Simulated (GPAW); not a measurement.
Input and output of a self-consistent single point for CrNi3 (P4mm, 4 atoms in the cell) (GPAW).

Method of the run: PBEsol, GPAW PAW datasets PBEsol (made by gpaw-setup) (plane waves; GPAW).

```yaml
crystal:
  lattice:
    - [3.55519, 0.00000, 0.00000]
    - [0.00000, 3.55519, 0.00000]
    - [0.00000, 0.00000, 3.55519]
  atoms:
    - { symbol: Cr, position: [0.00000, 0.00000, 0.01406], spin: 3.0 }
    - { symbol: Ni, position: [0.00000, 0.50000, 0.50000] }
    - { symbol: Ni, position: [0.50000, 0.00000, 0.50000] }
    - { symbol: Ni, position: [0.50000, 0.50000, 0.00000] }
```
(The spins are starting values, not results.)

Reference input (self-consistent single point, DFT PBEsol, plane waves, GPAW PAW datasets PBEsol (made by gpaw-setup)): spinpol = true; mode = pw; ecut = 850 eV; xc = PBEsol; kpts = 3 3 3; mesh shift (steps) = 0 0 0; occupations.name = methfessel-paxton; occupations.width = 0.1 eV; occupations.order = 0; nbands = -8; symmetry.symmorphic = false; symmetry.tolerance = 0.0005. This run's input differs from it in these lines:

```diff
@@ -18,2 +18,3 @@
             mode={'name': 'pw', 'ecut': 850},
+            h=0.25,
             xc='PBEsol',
```

The program printed (abridged):

```
Input parameters:
  h: 0.25
  kpts: [3 3 3]
  maxiter: 150
  mode: {ecut: 850,
         name: pw}
  nbands: -8
  occupations: {name: methfessel-paxton,
                order: 0,
                width: 0.1}
  spinpol: True
  symmetry: {symmorphic: False,
             tolerance: 0.0005}
  xc: PBEsol

species:
  Cr:
    name: Chromium
    Z: 24.0
    valence: 6
    core: 18
    charge: 0.0
    file: Cr.PBEsol.gz

    # Using partial waves for Cr as LCAO basis

  Ni:
    name: Nickel
    Z: 28.0
    valence: 16
    core: 12
    charge: 0.0
    file: Ni.PBEsol.gz

    # Using partial waves for Ni as LCAO basis

Reference energy: -152550.890602  # eV

Spin-polarized calculation.
Initial magnetic moment: 3.000000

Convergence criteria:
 Maximum [total energy] change in last 3 cyles: 0.0005 eV / valence electron
 Maximum integral of absolute [dens]ity change: 0.0001 electrons / valence electron
 Maximum integral of absolute [eigenst]ate change: 4e-08 eV^2 / valence electron
 Maximum number of scf [iter]ations: 150

Symmetries present (total): 8
Symmetries with fractional translations: 0
27 k-points: 3 x 3 x 3 Monkhorst-Pack grid
6 k-points in the irreducible part of the Brillouin zone
       k-points in crystal coordinates                weights
   0:     0.00000000    0.00000000    0.00000000          1/27
   1:     0.00000000    0.00000000    0.33333333          2/27
   2:     0.33333333    0.00000000    0.00000000          4/27
   3:     0.33333333    0.00000000    0.33333333          8/27
   4:     0.33333333    0.33333333    0.00000000          4/27
   5:     0.33333333    0.33333333    0.33333333          8/27

Traceback (most recent call last):
   [... frames left out ...]
AssertionError
```

The program stopped before any SCF iteration. 

The starting cell comes from a database of computed structures (which also holds hypothetical and non-ambient phases and stackings), without a prior relaxation at this level. Its lattice was rescaled by up to half a per cent. One atom was moved a little off its site on purpose.
